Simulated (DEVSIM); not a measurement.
Structure: abrupt GaSb n-p junction, at 300 K.

```csv
layer (left to right),material,thickness (μm),Nd (cm⁻³),Na (cm⁻³),τn (s),τp (s)
1,GaSb,0.390,1.1e16,-,3.4e-9,3.4e-9
2,GaSb,62.0,-,3.4e14,3.4e-9,3.4e-9
```

Left contact: ohmic. Right contact: ohmic. Voltage is applied to the left contact. Recombination: SRH at mid-gap, radiative, Auger. Mobility is constant in doping.

Constants are typed, rounded textbook-type inputs, not results; the design itself was drawn at random and stands for no fabricated device. Values at 300 K.

```csv
parameter,GaSb
gap (eV),0.726
affinity (eV),4.06
permittivity,15.7
Nc (cm⁻³),2.1e17
Nv (cm⁻³),1.8e19
μn (cm²/Vs),5000
μp (cm²/Vs),850
B (cm³/s),1e-10
Cn (cm⁶/s),5e-30
Cp (cm⁶/s),5e-30
```

Model (solved in DEVSIM): 1D drift-diffusion, Boltzmann statistics, complete ionisation; no tunnelling, impact ionisation, image-force lowering or self-heating.

Task: Tabulate band edges, carrier densities and field at zero bias.

Result: Energies count from the Fermi level of the right contact; mesh points crowd at the junctions.

```
x (μm)   Ec (eV)  Ev (eV)  n (cm⁻³)  p (cm⁻³)  field (V/cm)
-------  -------  -------  --------  --------  ------------
0.000      0.076   -0.650    1.1e16     2.2e8           ≈ 0
0.02867    0.076   -0.650    1.1e16     2.2e8           ≈ 0
0.09136    0.076   -0.650    1.1e16     2.2e8            14
0.2103     0.077   -0.649    1.1e16     2.3e8           180
0.3412     0.090   -0.636    6.4e15     3.7e8          2800
0.3801     0.106   -0.620    3.5e15     6.9e8          5500
0.4036     0.120   -0.606    2.0e15     1.2e9          6000
0.4839     0.162   -0.564    4.0e14     6.1e9          4700
0.6325     0.226   -0.500    3.4e13    7.1e10          3900
0.9937     0.341   -0.385    3.9e11    6.1e12          2500
1.785      0.436   -0.290     9.9e9    2.4e14           320
4.635      0.445   -0.281     7.1e9    3.4e14           ≈ 0
10.42      0.445   -0.281     7.1e9    3.4e14           ≈ 0
23.10      0.445   -0.281     7.1e9    3.4e14           ≈ 0
48.12      0.445   -0.281     7.1e9    3.4e14           ≈ 0
56.34      0.445   -0.281     7.1e9    3.4e14           ≈ 0
59.73      0.445   -0.281     7.1e9    3.4e14           ≈ 0
61.27      0.445   -0.281     7.1e9    3.4e14           ≈ 0
62.03      0.445   -0.281     7.1e9    3.4e14           ≈ 0
62.25      0.445   -0.281     7.1e9    3.4e14           ≈ 0
62.34      0.445   -0.281     7.1e9    3.4e14           ≈ 0
62.39      0.445   -0.281     7.1e9    3.4e14           ≈ 0
```
